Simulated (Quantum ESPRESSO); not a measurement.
# Pressure against volume in rutile-structure SiO2 (space group 136) (Quantum ESPRESSO, LDA)

```
SiO2
1.0
    4.01743     0.00000     0.00000
    0.00000     4.01743     0.00000
    0.00000     0.00000     2.56616
Si O
2 4
Direct
  0.00000   0.00000   0.00000
  0.50000   0.50000   0.50000
  0.30600   0.30600   0.00000
  0.80600   0.19400   0.50000
  0.19400   0.80600   0.50000
  0.69400   0.69400   0.00000
```

Method: LDA (PZ), GBRV 1.5 ultrasoft (LDA) pseudopotentials (plane waves; Quantum ESPRESSO). Settings: ecutwfc = 52 Ry; ecutrho = 260 Ry; occupations = smearing; smearing = fd; degauss = 0.000734986 Ry; potentials = {Si: si_lda_v1.uspp.F.UPF, O: o_lda_v1.2.uspp.F.UPF}; K_POINTS = automatic 8 8 12 0 0 0; conv_thr = 1e-10 Ry; mixing_beta = 0.5. The cell above is the first row's. The rows scale it uniformly. In all rows fractional positions and the k mesh are held.

```csv
V (Å^3/atom),P (GPa)
6.903,44.43
7.053,33.90
7.203,24.38
7.353,15.78
7.503,8.00
7.653,0.97
7.803,-5.39
7.953,-11.14
8.103,?
```

Question: Using a cubic, estimate the missing P at V = 8.103 from the other rows, showing the fit.

Answer: With u = V - 7.4, the rows have u = -0.4970, -0.3470, -0.1970, -0.0470, 0.1030, 0.2530, 0.4030, 0.5530. Least squares gives P = 13.250 - 52.821·u + 17.951·u² - 3.988·u³. Residuals (row less fit): 0.004, -0.007, -0.003, 0.007, 0.004, -0.001, -0.008, 0.005; standard error 0.008 (degrees of freedom: 4). The fitted pressure is zero at V0 = 7.675, where dP/dV = -43.85, so B0 = -V0·dP/dV = 337 GPa. At the withheld row, u = 0.7030, so P = 13.250 - 52.821 × 0.7030 + 17.951 × 0.7030² - 3.988 × 0.7030³ = -16.397 GPa. The calculation gives -16.33 GPa, 0.067 GPa above the prediction (0.1 % of the range of P in the table). The row lies outside the fitted rows, so this is an extrapolation. From the scatter of the fitted rows alone, a prediction at this place has a standard error of 0.020 GPa, so the miss is 3.3 times that.

Carrying the step between the two nearest rows on in a straight line would have given -16.89, off by 0.56; series whose last step already gives the withheld value aren't shown. The scan was laid around a cell of about the measured size, scaled by a guess for this functional; axis ratios and inner coordinates come from that cell. This is stishovite, a high-pressure phase. The runs keep the symmetry of the cell, so they don't test it for distortions. The shape of the cell and the inner coordinates aren't relaxed, so V0 and B0 belong to this uniform scaling; a relaxed crystal lies no higher in energy and is usually softer (forces reach 0.89 eV/Å in these rows). Cutoffs and mesh are single choices, not tested for convergence of this quantity. Series with a scatter that would blur these digits, or in which a gap closes, are not shown.

Terms beyond the fitted order, or numerical noise in single rows, can give a miss of this size; the table doesn't tell which.
